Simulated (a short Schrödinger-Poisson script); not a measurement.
Stack: symmetric double-gate stack, SiO2 on p-type Si(100), at 77 K.

```csv
layer,material,thickness (nm),Na (cm⁻³)
1,SiO2,2.9,-
2,Si,14,3e16
3,SiO2,2.9,-
```

The device is made up for the run: typed textbook-type constants, with dimensions and the other settings drawn at random. SiO2: permittivity 3.9, conduction-band edge (eV) 3.15, gap (eV) 9, electron mass (mₑ) 0.5. Si: permittivity 11.7, conduction-band edge (eV) 0, gap (eV) 1.124, Nv at 300 K (cm⁻³) 3.1e19.

Channel valleys (confinement mass, in-plane density-of-states mass, number): Δ2 0.916, 0.19, 2; Δ4 0.19, 0.417, 4. At the gates, both at one voltage, the conduction-band edge of layer 1 lies 3.71 eV − eVg above the Fermi level of the channel. Gaps are held at their typed values at every temperature. Mesh 0.03 nm at interfaces.

From a short Schrödinger-Poisson script (our own, NumPy): 1D Poisson equation in equilibrium, electrons classical, Fermi-Dirac, parabolic valleys, classical holes, full ionisation, no traps, pinning or gate leakage.

The same stack at other levels of the model or other numerical settings:

```
run                                        sheet density of all electrons at Vg = 2 V (cm⁻²)  sheet density of all electrons at Vg = 0.8 V (cm⁻²)  capacitance of both gates at Vg = 2 V (μF/cm²)  rough cost against the base
-----------------------------------------  -------------------------------------------------  ---------------------------------------------------  ----------------------------------------------  ---------------------------
base                                                                                 1.97e13                                              3.20e12                                            2.23                      about 1
electrons treated as classical, Boltzmann                                            2.07e13                                              3.30e12                                            2.35                          0.4
electrons treated as quantum, Hartree                                                1.81e13                                              2.71e12                                            2.11                           10
mesh six times as coarse                                                             1.96e13                                              3.18e12                                            2.21                          0.5
```

The classical rows ignore confinement, and Boltzmann statistics overrate the density once the band edge passes the Fermi level.
